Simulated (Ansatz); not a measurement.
O interstitial in corundum: one set of geometries, relaxed with PBE, evaluated in Ansatz (PAW, plane waves to 420 eV, 500 eV under r2SCAN) with PBE, r2SCAN.

Cell and caveats: 120-site cell; 2×2×2 Γ-centred k-points; start: void with 3O nearest, no. 2; charged states image-corrected; energies good to tenths of an eV; flagged in the runs: a doubtful potential alignment, a host whose relaxation on this sampling wasn't shown to rest, a strain field that reaches the edge of the cell.

| quantity | PBE | r2SCAN |
|---|---|---|
| host gap (eV) | 5.85 | [?] |
| ε(+1/0) above the VBM (eV) | 0.33 | [?] |
| ε(0/−1) above the VBM (eV), not thermodynamic with PBE | 3.31 | [?] |
| ε(−1/−2) above the VBM (eV), not thermodynamic with PBE | 2.58 | [?] |
| largest moment on one atom at charge +1 (μB) | 0.22 | [?] |
| neutral formation energy against O2 molecule in a box (eV) | 3.75 | [?] |
| largest moment on one atom at charge 0 (μB) | 0.00 | [?] |
| largest moment on one atom at charge −1 (μB) | 0.40 | [?] |

Problem. Given the lower rungs, what does r2SCAN give?

Solution. 
- host gap (eV), r2SCAN: 6.73
- ε(+1/0) above the VBM (eV), r2SCAN: 0.47
- ε(0/−1) above the VBM (eV), not thermodynamic with PBE, r2SCAN: 3.63
- ε(−1/−2) above the VBM (eV), not thermodynamic with PBE, r2SCAN: 2.91
- largest moment on one atom at charge +1 (μB), r2SCAN: 0.24
- neutral formation energy against O2 molecule in a box (eV), r2SCAN: 3.60
- largest moment on one atom at charge 0 (μB), r2SCAN: 0.00
- largest moment on one atom at charge −1 (μB), r2SCAN: 0.42

Ansatz is a program for electronic structure.
